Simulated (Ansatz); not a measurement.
Input:

End structure of the (111) surface of germanium, Si on the surface atoms and those under them, no caps (bottom of the slab: built like the top, H on every dangling bond, free):

```xyz
36
Lattice="8.1459 0.0000 0.0000 -4.0729 7.0545 0.0000 0.0000 0.0000 28.5000" Properties=species:S:1:pos:R:3 pbc="T T T"
Ge     4.0729     0.0000     9.6844
Ge     2.0365     3.5273     9.6844
Ge     0.0000     0.0000     9.6844
Ge    -2.0365     3.5273     9.6844
Ge    -2.0365     5.8788    10.4704
Ge     0.0000     2.3515    10.4704
Ge     2.0365     5.8788    10.4704
Ge     4.0729     2.3515    10.4704
Ge     2.0365     5.8788    12.9537
Ge     4.0729     2.3515    12.9537
Ge    -2.0365     5.8788    12.9537
Ge     0.0000     2.3515    12.9537
Ge     0.0000     4.7030    13.7879
Ge     2.0365     1.1758    13.7879
Ge     4.0729     4.7030    13.7879
Ge     6.1094     1.1758    13.7879
Ge     4.0729     4.7030    16.2820
Ge     6.1094     1.1758    16.2820
Ge     0.0000     4.7030    16.2820
Ge     2.0365     1.1758    16.2820
Ge     2.0365     3.5273    17.1056
Ge     4.0729     0.0000    17.1056
Ge    -2.0365     3.5273    17.1056
Ge     0.0000     0.0000    17.1056
Si    -2.0365     3.5273    19.5702
Si     0.0000     0.0000    19.5702
Si     2.0365     3.5273    19.5702
Si     4.0729     0.0000    19.5702
Si     4.0729     2.3515    20.1100
Si     2.0365     5.8788    20.1100
Si     0.0000     2.3515    20.1100
Si    -2.0365     5.8788    20.1100
H      4.0729     0.0000     8.1248
H      2.0365     3.5273     8.1248
H      0.0000     0.0000     8.1248
H     -2.0365     3.5273     8.1248
```

Model: 36-atom slab, 12.4 Å thick at the start with caps and adatoms (thin: gaps and levels are the slab's own), 4x4x1 mesh, Fermi-Dirac 0.025 eV, dipole correction, 8 atoms held, the rest relaxed; start symmetry kept, larger cells not searched; no spin (no spin-polarised run to compare, though such a face may carry moments), no spin-orbit, no U. The slab shows no gap over 0.04 eV on its mesh. It is one candidate, not shown to be the stable structure of the face.

Task: Estimate the work function of the top face that PBE in Ansatz (an electronic-structure program) returns for this input.

Result: 4.56 eV
